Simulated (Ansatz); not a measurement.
Take CuI in the wurtzite structure (space group P6_3mc, No. 186) as the base.

```
CuI
1.0
    4.18699     0.00000     0.00000
   -2.09349     3.62604     0.00000
    0.00000     0.00000     6.89779
Cu I
2 2
Direct
  0.66667   0.33333   0.87373
  0.33333   0.66667   0.37373
  0.66667   0.33333   0.50127
  0.33333   0.66667   0.00127
```

Cartesian axes are those of the cell as printed.

All numbers come from PBEsol/PAW in Ansatz (a program for electronic structure), scalar-relativistic without spin-orbit coupling.

Strains are applied to the cell and any free atomic positions relax; under biaxial strain the out-of-plane vector relaxes too.

One change was made to it. Results:

| quantity | base | after |
|---|---|---|
| electron mass | 0.13 mₑ along c, 0.15 mₑ across (at Γ) | 0.14 mₑ along c, 0.17 mₑ across (at Γ) |
| pressure (mean of the normal stresses, compression positive) | 0.00 GPa | 12.97 GPa |
| band gap | 1.22 eV | 1.79 eV |

Task: Which of these changes matches the shifts?
A) isotropic strain −5.51 %
B) uniaxial strain ε_xx = +5.81 %
C) biaxial strain −0.51 %, plane normal [001], relaxed out of plane

Result: A, isotropic strain −5.51 %. For comparison, the band gap in the other runs: biaxial strain −0.51 %, plane normal [001], relaxed out of plane gives 1.22 eV; uniaxial strain ε_xx = +5.81 % gives 1.04 eV.

Spin-orbit coupling, missing from the scalar runs, can matter with I. Masses are band curvatures over ±0.01 Å⁻¹ around the edge. Stability against distortions was not tested. All final runs are without spin polarisation. This is not the structure that CuI has at room temperature and ambient pressure.
